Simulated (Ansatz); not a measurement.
A set of related cells and their density of states at the Fermi level.

Cell A: AlRu (CsCl type, Pm-3m), 2 atoms in the cell; spin state with PBE: run without spin, k-point mesh 16×16×16 on the run's own vectors.
Space group Pm-3m (No. 221); a = b = c = 3.005 Å, α = β = γ = 90.00°

```tsv
atom	site	symmetry	x	y	z
Al	1a	m-3m	0.0000	0.0000	0.0000
Ru	1b	m-3m	0.5000	0.5000	0.5000
```

Cell B: AlNi (CsCl type, Pm-3m), 2 atoms in the cell; spin state with PBE: no moments, k-point mesh 16×16×16 on the run's own vectors.
AlNi is modelled in the cubic space group Pm-3m (No. 221), the CsCl type structure, Pearson symbol cP2. Conventional cell: a = 2.893 Å, b = 2.893 Å, c = 2.893 Å, α = 90.00°, β = 90.00°, γ = 90.00°. Al on 1b is surrounded by 8 Ni at 2.505 Å and 6 Al at 2.893 Å. Ni on 1a sees 8 Al at 2.505 Å and 6 Ni at 2.893 Å. (Neighbours: up to the widest gap in distance over summed covalent radii, below 1.35, at either atom.)

All numbers come from Ansatz (a first-principles code), plane waves with PAW, its PAW set soft_1, cutoff 420 eV, 500 eV for r2SCAN. The structures are at rest with PBE; other levels are single points on them. Neutral cells; Fermi-Dirac smearing of at most 0.10 eV in the solids, energies taken to zero width. The lattices are those relaxed with PBE, so at other levels the solids can be strained, which adds to the spread. The runs are scalar-relativistic, without spin-orbit coupling. A dispersion term ran beside these levels; it doesn't touch the electrons. Both spins, broadened by a Gaussian of 0.2 eV on the run's mesh.

### Question
What does PBE give for the density of states at the Fermi level of each cell (states/eV per atom)?

### Answer
```json
[
 {"system": "A", "PBE": "0.81"},
 {"system": "B", "PBE": "0.42"}
]
```

With PBE the value of A exceeds that of B by 0.39 states/eV per atom.

### Question
And at the other levels?

### Answer
```tsv
system	r2SCAN
A	0.76
B	0.41
```

With r2SCAN the value of A exceeds that of B by 0.35 states/eV per atom.
